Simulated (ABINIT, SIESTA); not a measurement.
An ABINIT input for a self-consistent single point of Mo (Im-3m, 1 atom in the cell) (DFT, PBE, plane waves, PAW (JTH v2.0 PBE PAW)):

```
# Mo, JTH v2.0 PBE PAW
pp_dirpath "./"
pseudos "Mo.GGA_PBE-JTH.xml"
acell 5.1551351149 5.1551351149 5.1551351149
rprim
        -0.5773502692    0.5773502692    0.5773502692
         0.5773502692   -0.5773502692    0.5773502692
         0.5773502692    0.5773502692   -0.5773502692
natom 1
ntypat 1
znucl 42
typat 1
xcart
         0.0000000000    0.0000000000    0.0000000000
      Angstrom
ecut 20 Ha
pawecutdg 40 Ha
pawxcdev 0
occopt 7
tsmear 0.05 eV
nband 12
kptopt 1
ngkpt 10 10 10
nshiftk 1
shiftk 0 0 0
nstep 50
tolvrs 1.0e-11
prtwf 0
prtden 0
prtvol 1
enunit 2
```

Question: Give the SIESTA input for the same structure, mesh, smearing and functional.

Answer: One input that does it (others would too):

```
# files in the folder: Mo.psml (PseudoDojo PBE standard)
SystemName  Mo
SystemLabel mo

NumberOfAtoms                1
NumberOfSpecies              1
%block ChemicalSpeciesLabel
  1 42 Mo
%endblock ChemicalSpeciesLabel
LatticeConstant              1.0 Bohr
%block LatticeVectors
    -2.976318646    2.976318646    2.976318646
     2.976318646   -2.976318646    2.976318646
     2.976318646    2.976318646   -2.976318646
%endblock LatticeVectors
AtomicCoordinatesFormat      Bohr
%block AtomicCoordinatesAndAtomicSpecies
     0.000000000    0.000000000    0.000000000  1
%endblock AtomicCoordinatesAndAtomicSpecies

XC.functional                GGA
XC.authors                   PBE
PAO.BasisSize                DZP
PAO.EnergyShift              0.01 Ry
MeshCutoff                   350 Ry
%block kgrid.MonkhorstPack
   10   0   0  0.0
    0  10   0  0.0
    0   0  10  0.0
%endblock kgrid.MonkhorstPack
OccupationFunction           MP
OccupationMPOrder            0
ElectronicTemperature        50.0 meV

MaxSCFIterations             150
SCF.Mixer.Method             Pulay
SCF.Mixer.Weight             0.1
SCF.Mixer.History            6
SCF.DM.Tolerance             1.0E-05
Diag.ParallelOverK           true
WriteForces                  true
```

Basis settings and potentials, where a program has them, do not carry over. This input uses DFT, GGA PBE, numerical atomic orbitals DZP, PseudoDojo PBE standard norm-conserving potentials (rewritten from UPF to PSML). Both were run: pressure 2.35 GPa in ABINIT and 0.54 in SIESTA.

On ABINIT: the starting cell has typed, rounded lattice constants, without a prior relaxation at this level. Spin polarisation is off.

On SIESTA: the starting cell has typed, rounded lattice constants, without a prior relaxation at this level. Spin polarisation is off. Values carry the incompleteness of an atom-centred basis.
